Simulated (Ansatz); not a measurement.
## Effect of biaxial strain +1.84 %, plane normal [001], relaxed out of plane on PbI2

The parent structure is PbI$_{2}$ in the CdI2 type structure (space group P-3m1, No. 164; a = 4.4389 Å, c = 6.7413 Å; layered). Axes: x lies along a and z along c of the hexagonal cell.

Modification: biaxial strain +1.84 %, plane normal [001], relaxed out of plane (Cartesian); in-plane vectors clamped, the third vector and the atoms free.

Calculations: Ansatz (a first-principles code), PBEsol-D3(BJ), PAW, cutoff 420 eV, spin-orbit coupling left out. Γ-centred 9×9×5 mesh, Fermi–Dirac width 0.05 eV.

```tsv
quantity	base	changed	shift
space group	P-3m1 (No. 164)	P-3m1 (No. 164)	–
shortest interatomic distance	3.184 Å	3.194 Å	+0.010 Å
pressure (mean of the normal stresses, compression positive)	0.00 GPa	-0.33 GPa	-0.33 GPa
band gap	1.92 eV	1.91 eV	-0.01 eV
gap character	direct at A	direct at A	–
width of the top valence band	1.30 eV	1.13 eV	-0.17 eV
electron mass	0.78 mₑ along k, 0.21 mₑ across (at A)	0.90 mₑ along k, 0.21 mₑ across (at A)	–
hole mass	0.44 mₑ along k, 0.40 mₑ across (at A)	0.57 mₑ along k, 0.40 mₑ across (at A)	–
out-of-plane strain	–	-1.86 %	–
ratio −ε⊥/ε∥	–	1.01	–
mean in-plane stress (compression positive)	–	-0.5 GPa	–
```

Spin-orbit coupling, missing from the scalar runs, can matter with I and Pb. Masses are band curvatures over ±0.01 Å⁻¹ around the edge. Along k means along the line from Γ to the band edge. No phonon test of stability was made.
